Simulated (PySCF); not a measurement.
PySCF 2.14.0, unrestricted BP86/def2-svp, df: [CH2]OCC(C)OC(C)=O, charge 0, multiplicity 2, 20 atoms. The geometry is a generated start, not checked to be a minimum at this level.

| Property | Result |
|---|---|
| task | energy |
| method | bp86 |
| basis | def2-svp |
| two-electron scheme | density fitting |
| mol.max_memory | 3000 MB |
| mf.max_cycle | 100 |
| mf.init_guess | minao (default) |
| mf.DIIS | CDIIS (default) |
| mf.conv_tol | 1e-09 (default) |
| mf.grids.level | 3 (default) |
| basis functions | 181 |
| grid points | 234848 |

```xyz
20

C     -2.8874     1.2688    -0.9290
O     -1.6710     0.9390    -0.4173
C     -1.4113    -0.4335    -0.2667
C     -0.1511    -0.6072     0.5839
C      0.0566    -2.0598     0.9943
O      0.9601    -0.1588    -0.1994
C      1.7665     0.7696     0.3298
C      2.7810     1.2252    -0.6853
O      1.6808     1.1796     1.4558
H     -3.0737     2.3246    -0.9294
H     -3.6971     0.5615    -0.8574
H     -2.2575    -0.9373     0.2209
H     -1.2460    -0.8948    -1.2514
H     -0.2161     0.0370     1.4695
H     -0.7302    -2.3690     1.6771
H      1.0152    -2.1637     1.4973
H      0.0446    -2.7060     0.1183
H      3.5865     1.7548    -0.1864
H      2.2857     1.8959    -1.3841
H      3.1646     0.3743    -1.2406
```

Charge 0 and multiplicity 2 are set for this test and not shown to be the ground state.

One run each on 2 threads, 1 BLAS thread. Values of diis_space tried: 3, 5, 8 (default), 12, 20.

Problem. Predict the course of the Fock builds along this series.

Solution. Fewest Fock builds, within one of each other: 5 with 16, 8 (default) with 16, 12 with 15, 20 with 15. The count rises to 43 at 3. All converge to one solution.

```
diis_space   Fock builds            end
-----------  -----------  -------------
3                     43  same solution
5                     16  same solution
8 (default)           16  same solution
12                    15  same solution
20                    15  same solution
```
